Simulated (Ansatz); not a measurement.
Pair distribution function (Se-W) of WSe2 (2H layers), cell W32Se64, started from the crystal [in the run: it stayed crystalline; mean temperature 1289 K (target 1290 K); density 9.16 g/cm³, volume +3 % from the start crystal's; mean pressure 0.7 GPa against a target of 0; under uneven stress (diagonal components 1.4 GPa apart); Γ point only, which a denser mesh shifts by -0.4 GPa in pressure and 0.04 eV/Å in forces], from MD at 1289 K. Level of theory: PBE + D3(BJ), large-core Se (plane waves, PAW; Ansatz, a first-principles code). Volume per atom 20.65 Å³, mean pressure 0.7 GPa. 

(r (Å), g(r)): (1.62, 0.00); (1.66, 0.00); (1.70, 0.00); (1.74, 0.00); (1.78, 0.00); (1.82, 0.00); (1.86, 0.00); (1.90, 0.00); (1.94, 0.00); (1.98, 0.00); (2.02, 0.00); (2.06, 0.00); (2.10, 0.00); (2.14, 0.00); (2.18, 0.00); (2.22, 0.01); (2.26, 0.07); (2.30, 0.28); (2.34, 0.89); (2.38, 2.27); (2.42, 4.34); (2.46, 6.66); (2.50, 7.92); (2.54, 8.48); (2.58, 7.86); (2.62, 6.34); (2.66, 4.67); (2.70, 3.06); (2.74, 1.80); (2.78, 0.97); (2.82, 0.54); (2.86, 0.23); (2.90, 0.12); (2.94, 0.06); (2.98, 0.03); (3.02, 0.01); (3.06, 0.00); (3.10, 0.00); (3.14, 0.00); (3.18, 0.00); (3.22, 0.00); (3.26, 0.00); (3.30, 0.00); (3.34, 0.00); (3.38, 0.00); (3.42, 0.00); (3.46, 0.00); (3.50, 0.00); (3.54, 0.00); (3.58, 0.01); (3.62, 0.01); (3.66, 0.02); (3.70, 0.05); (3.74, 0.08); (3.78, 0.14); (3.82, 0.24); (3.86, 0.33); (3.90, 0.58); (3.94, 0.83); (3.98, 1.13); (4.02, 1.39); (4.06, 1.69); (4.10, 1.82); (4.14, 2.00); (4.18, 1.98); (4.22, 1.89); (4.26, 1.77); (4.30, 1.51); (4.34, 1.18); (4.38, 0.90); (4.42, 0.65); (4.46, 0.46); (4.50, 0.34); (4.54, 0.24); (4.58, 0.21); (4.62, 0.22); (4.66, 0.24); (4.70, 0.32); (4.74, 0.38); (4.78, 0.45); (4.82, 0.49); (4.86, 0.52); (4.90, 0.56); (4.94, 0.59); (4.98, 0.70); (5.02, 0.82); (5.06, 1.09); (5.10, 1.32); (5.14, 1.60); (5.18, 1.95)

State where the first shell ends and the number of neighbours in it.

g is nil from 3.1 to 3.6 Å, so any cut there serves; 3.0 W round each Se and 6.0 Se round each W in the shell, from n = 4πρ∫r²g(r)dr.
